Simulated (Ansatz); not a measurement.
# RuTe (model structure, Pm-3m, No. 221, 2 atoms in the cell)

Level of theory: LDA (Ansatz, a first-principles code, PAW).

Settings: plane-wave cutoff 520 eV, 16×16×16 k mesh, Fermi–Dirac smearing 0.05 eV, no spin polarisation, scalar-relativistic PAW data made under PBE.

Cell (relaxed at this level):

```cif
data_RuTe
_chemical_formula_sum 'Ru1 Te1'
_space_group_name_H-M_alt 'Pm-3m'
_space_group_IT_number 221
_space_group_name_Hall '-P 4 2 3'
_cell_length_a 3.25400
_cell_length_b 3.25400
_cell_length_c 3.25400
_cell_angle_alpha 90.000
_cell_angle_beta 90.000
_cell_angle_gamma 90.000
loop_
_atom_site_label
_atom_site_type_symbol
_atom_site_symmetry_multiplicity
_atom_site_Wyckoff_symbol
_atom_site_fract_x
_atom_site_fract_y
_atom_site_fract_z
_atom_site_occupancy
Ru1 Ru 1 a 0.00000 0.00000 0.00000 1
Te1 Te 1 b 0.50000 0.50000 0.50000 1
```

For RuTe (model structure, Pm-3m, No. 221, 2 atoms in the cell), the bulk modulus comes out as 173 GPa.

Note: the run has no spin polarisation, so it can have missed a magnetic state; the bulk modulus is −V dP/dV from two relaxed cells at ±2 % in volume; the relaxation could raise the start's symmetry but not lower it, so the cell can be a saddle point.

Spin–orbit coupling is not included; it can open a gap where bands touch, and shift volumes and moduli.

The computed numbers hold no vibrational or temperature effects.

Computing time: very roughly 60 core-seconds.

A model structure was made by putting elements into a prototype or built by hand; it is no filed structure, need not be a known phase, and can be a saddle point held by its symmetry.
